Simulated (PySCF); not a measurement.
PySCF 2.14.0, PBE/def2-tzvp, df: Mg(Me)(GeH3) ([CH3][Mg][GeH3]), 9 atoms. The geometry is a generated start, not checked to be a minimum at this level.

```json
{
 "task": "energy",
 "method": "pbe",
 "basis": "def2-tzvp",
 "two_electron_scheme": "density fitting",
 "mol.max_memory": "3000 MB",
 "mf.max_cycle": "100",
 "mf.conv_tol": "1e-09 (default)",
 "mf.grids.level": "3 (default)",
 "basis_functions": "147",
 "grid_points": "112192"
}
```

```xyz
9

Mg    -0.0558     0.2566    -0.1639
C     -0.3294     1.9371    -1.4074
H     -1.1390     2.5775    -1.0466
H     -0.5855     1.6673    -2.4347
H      0.5581     2.5714    -1.4661
Ge     0.2835    -1.7678     1.2991
H      1.1363    -2.9232     0.7720
H      0.9969    -1.6815     2.6479
H     -0.8650    -2.6376     1.7997
```

With the defaults (mf.DIIS = CDIIS, mf.diis = true, mf.damp = 0, mf.diis_start_cycle = 1, mf.init_guess = minao, mf.level_shift = 0, mf.diis_space = 8) it converges in 13 Fock builds. One run each on 2 threads, 1 BLAS thread, with these changes:
- mf.diis = false
- mf.damp = 0.3, mf.diis_start_cycle = 4
- mf.init_guess = huckel
- mf.init_guess = mod_huckel
- mf.DIIS = EDIIS
- mf.init_guess = sap
- mf.damp = 0.7, mf.diis_start_cycle = 8
- mf.level_shift = 0.3 Hartree
- mf.diis_space = 20

Problem. Name the settings that don't reach the solution of the defaults.

Solution. No convergence: mf.DIIS = EDIIS; mf.diis = false (the run ends without SCF convergence in 100 cycles). The rest reach the solution of the defaults.

```
setting                                 Fock builds             end
--------------------------------------  -----------  --------------
the defaults                                     13   same solution
mf.diis_space = 20                               13   same solution
mf.damp = 0.7, mf.diis_start_cycle = 8           14   same solution
mf.init_guess = huckel                           14   same solution
mf.init_guess = mod_huckel                       14   same solution
mf.init_guess = sap                              15   same solution
mf.damp = 0.3, mf.diis_start_cycle = 4           17   same solution
mf.level_shift = 0.3 Hartree                     19   same solution
mf.DIIS = EDIIS                                 101  no convergence
mf.diis = false                                 101  no convergence
```
